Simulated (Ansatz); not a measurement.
A computed series for Hf: response to strain

Consider Hf in the hcp (Mg type) structure (space group P6_3/mmc, No. 194).

```yaml
crystal:
  lattice:
    - [3.15905, 0.00000, 0.00000]
    - [-1.57953, 2.73582, 0.00000]
    - [0.00000, 0.00000, 5.00010]
  atoms:
    - { symbol: Hf, position: [0.33333, 0.66667, 0.75000] }
    - { symbol: Hf, position: [0.66667, 0.33333, 0.25000] }
```

Cartesian axes are those of the cell as printed.

Strains are applied to the cell and any free atomic positions relax; under biaxial strain the out-of-plane vector relaxes too; under stress the whole cell relaxes.

All numbers come from DFT with PBEsol, PAW potentials and a 420 eV plane-wave cutoff in Ansatz (a quantum-chemistry and plane-wave program), scalar-relativistic without spin-orbit coupling.

Notes on the quantities. pressure: mean of the normal stresses, compression positive.

```json
[
 {"case": "base", "volume per atom": "21.61 Å³", "space group": "P6_3/mmc (No. 194)", "pressure": "0.0 GPa"},
 {"case": "biaxial strain −2.48 %, plane normal [001], relaxed out of plane", "volume per atom": "20.93 Å³", "space group": "P6_3/mmc (No. 194)", "pressure": "3.7 GPa"},
 {"case": "biaxial strain +0.98 %, plane normal [001], relaxed out of plane", "volume per atom": "21.88 Å³", "space group": "P6_3/mmc (No. 194)", "pressure": "-1.3 GPa"},
 {"case": "biaxial strain +4.91 %, plane normal [001], relaxed out of plane", "volume per atom": "22.99 Å³", "space group": "P6_3/mmc (No. 194)", "pressure": "-5.8 GPa"},
 {"case": "isotropic strain +1.18 %", "volume per atom": "22.38 Å³", "space group": "P6_3/mmc (No. 194)", "pressure": "-3.8 GPa"},
 {"case": "uniaxial strain ε_xx = −4.02 %", "volume per atom": "20.74 Å³", "space group": "Cmcm (No. 63)", "pressure": "4.9 GPa"},
 {"case": "uniaxial strain ε_xx = +1.93 %", "volume per atom": "22.02 Å³", "space group": "Cmcm (No. 63)", "pressure": "-2.1 GPa"},
 {"case": "uniaxial strain ε_yy = +3.63 %", "volume per atom": "22.39 Å³", "space group": "Cmcm (No. 63)", "pressure": "-3.7 GPa"},
 {"case": "uniaxial strain ε_zz = +1.15 %", "volume per atom": "21.86 Å³", "space group": "P6_3/mmc (No. 194)", "pressure": "-1.3 GPa"},
 {"case": "uniaxial stress, 5 GPa compression along z", "volume per atom": "21.34 Å³", "space group": "P6_3/mmc (No. 194)", "pressure": "–"}
]
```

Without a gap, meshes like the base's 17×17×9 leave anisotropic stresses uncertain by several tenths of a GPa, and small strain energies with them. Beyond what the load breaks, stability against distortions was not tested. All final runs are without spin polarisation.
